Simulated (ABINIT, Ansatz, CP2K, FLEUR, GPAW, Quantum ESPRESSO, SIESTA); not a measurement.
NiO2 (R-3m, 3 atoms in the cell) computed with different codes at matched settings

Self-consistent single point.

```yaml
crystal:
  lattice:
    - [1.36768, 0.78963, 4.68419]
    - [-1.36768, 0.78963, 4.68419]
    - [0.00000, -1.57926, 4.68419]
  atoms:
    - { symbol: Ni, position: [0.00000, 0.00000, 0.00000] }
    - { symbol: O, position: [0.73204, 0.73204, 0.73204] }
    - { symbol: O, position: [0.26796, 0.26796, 0.26796] }
```

All programs got the same cell, k-point mesh and kind of occupations (some realise fixed ones as a very narrow smearing) (in Ansatz's words: kpoints.mp_grid.grid = 14 14 14; scf.occupations.method = fixed); potentials, basis and cutoffs are each program's usual ones.

```json
[
 {"code": "Ansatz", "model": "PBEsol, PAW files made with PBE", "pressure (GPa)": "10.95", "largest force (eV/Å)": "0.767", "gap on the mesh (eV)": "1.045", "k-points": "288", "cutoff": "420 eV"},
 {"code": "ABINIT", "model": "PBEsol, PAW (JTH v2.0 PBE PAW, files made for PBE)", "pressure (GPa)": "7.40", "largest force (eV/Å)": "0.839", "gap on the mesh (eV)": "1.034", "k-points": "288", "cutoff": "60 Ry"},
 {"code": "SIESTA", "model": "GGA PBEsol, numerical atomic orbitals TZP, PseudoDojo PBEsol standard norm-conserving potentials (rewritten from UPF to PSML)", "pressure (GPa)": "10.08", "largest force (eV/Å)": "0.941", "gap on the mesh (eV)": "0.977", "k-points": "1484", "cutoff": "grid 350 Ry"},
 {"code": "CP2K", "model": "PBEsol, GPW, DZVP-MOLOPT-SR-GTH basis, GTH-PBE potentials (GTH_POTENTIALS)", "pressure (GPa)": "15.12", "largest force (eV/Å)": "1.147", "gap on the mesh (eV)": "1.029", "k-points": "1376", "cutoff": "grid 600 Ry"},
 {"code": "GPAW", "model": "PBEsol, GPAW PAW datasets PBEsol (made by gpaw-setup)", "pressure (GPa)": "–", "largest force (eV/Å)": "1.098", "gap on the mesh (eV)": "1.082", "k-points": "288", "cutoff": "950 eV"},
 {"code": "Quantum ESPRESSO", "model": "PBEsol, GBRV 1.5 ultrasoft (PBESOL) pseudopotentials", "pressure (GPa)": "12.16", "largest force (eV/Å)": "0.851", "gap on the mesh (eV)": "1.083", "k-points": "288", "cutoff": "50 Ry"},
 {"code": "FLEUR", "model": "PBEsol, all-electron FLAPW (FLEUR), scalar-relativistic valence", "pressure (GPa)": "–", "largest force (eV/Å)": "0.814", "gap on the mesh (eV)": "1.055", "k-points": "288", "cutoff": "Kmax 4.5 1/bohr"}
]
```

A dash marks a value that a program does not give, or that is left out as unsure.

Gaps are read on the mesh.

The spread over the programs that give each value: pressure within 7.72 GPa; largest force within 0.380 eV/Å; gap on the mesh within 0.106 eV.

The starting cell comes from a database of computed structures (which also holds hypothetical and non-ambient phases and stackings), without a prior relaxation at this level. Its lattice was rescaled by a random factor within 2.5 % of one. On Ansatz's run: In the base run, with a pressure of about 11 GPa the cell is away from its equilibrium volume at this level.

**Question.** Why do the programs differ, and what cannot be compared?

**Answer.** Differences of this kind can come from the potentials, where these differ, and from what each basis and cutoff leave unconverged. The valence holds different numbers of electrons (Ansatz (an electronic-structure program) 30, ABINIT 30, SIESTA 30, CP2K 30, GPAW 28, Quantum ESPRESSO 30, FLEUR 30). The zero of total energies and Fermi levels follows the potentials and each program's conventions, so they are not compared here. SIESTA and CP2K use small atom-centred bases, whose incompleteness enters pressures, forces and empty levels differently from a plane-wave cutoff. FLEUR treats all electrons, but the usual bases taken here (sphere radii, linearisation, local orbitals, empty states) were not tested for convergence, so the values are no reference for the others. Ansatz's pressure is given at a fixed set of plane waves, as the other plane-wave codes print theirs; with its correction for the finite basis it is 11.49 GPa (the shift of 0.54 GPa shows how far the cutoff is from converged). The pressure of GPAW is left out: its cutoff lies under the one at which its stress was checked. The programs reduce the same mesh by symmetry to different extents, which changes the work and not the result. In the force vectors, SIESTA (by 0.096), CP2K (by 0.302) and GPAW (by 0.253) lie more than 0.08 eV/Å from the median of the plane-wave programs.

Keys are those of Ansatz 0.2.
